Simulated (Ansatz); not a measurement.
Take Ce in the fcc (Cu type) structure (space group Fm-3m, No. 225; a = 4.664 Å) as the base.

Computed with r2SCAN (Ansatz, a first-principles code; PAW; 500 eV plane waves; no spin-orbit coupling), earlier PAW set.

Base values:

The volume per atom is 25.37 Å³.

Modification: a hydrostatic pressure of 3 GPa.

**Question.** What does the calculation give for the volume per atom after the change?

**Answer.** The volume per atom drops by 1.46 Å³, from 25.37 Å³ to 23.91 Å³.

The 4f electrons are in the valence with no U and their state was not checked, so volumes and moments can be off. Load acts through the strain it causes; cell and atoms are relaxed under it. Stability against distortions was not tested. Starting moments died away, wholly or in part, for the base; another magnetic solution may exist. All final runs are without spin polarisation.
